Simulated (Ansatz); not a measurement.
**ZnSe (model structure, started from the BeO type, P4₂/mnm, No. 136, 8 atoms in the cell)**

The numbers are results of PBEsol (plane waves, PAW; Ansatz, a quantum-chemistry and plane-wave program), not measurements.

Numerical settings: plane-wave cutoff 520 eV, 6×6×8 k mesh (along the axes of the cell as run), Fermi–Dirac smearing 0.01 eV, scalar-relativistic PAW data made under PBE.

Cell (relaxed with PBEsol):

```cif
data_Se4Zn4
_chemical_formula_sum 'Zn4 Se4'
_space_group_name_H-M_alt 'P 1'
_space_group_IT_number 1
_cell_length_a 6.86017
_cell_length_b 6.86017
_cell_length_c 4.00145
_cell_angle_alpha 90.000
_cell_angle_beta 90.000
_cell_angle_gamma 90.000
loop_
_space_group_symop_operation_xyz
  'x, y, z'
loop_
_atom_site_label
_atom_site_type_symbol
_atom_site_fract_x
_atom_site_fract_y
_atom_site_fract_z
_atom_site_occupancy
Zn1 Zn 0.32592 0.67408 0.00000 1
Zn2 Zn 0.67408 0.32592 0.00000 1
Zn3 Zn 0.82592 0.82592 0.50000 1
Zn4 Zn 0.17408 0.17408 0.50000 1
Se1 Se 0.31384 0.31384 0.00000 1
Se2 Se 0.68616 0.68616 0.00000 1
Se3 Se 0.18616 0.81384 0.50000 1
Se4 Se 0.81384 0.18616 0.50000 1
```

```yaml
band_gap: 1.39 eV (direct)
```

Note: the relaxation could raise the start's symmetry but not lower it, so the cell can be a saddle point.

Spin–orbit coupling is not included.

Static lattice: no zero-point or thermal effects.

It cost about 30 core-seconds (a rough figure) of CPU time.

A model structure was made by putting elements into a prototype or built by hand; it is no filed structure, need not be a known phase, and can be a saddle point held by its symmetry.
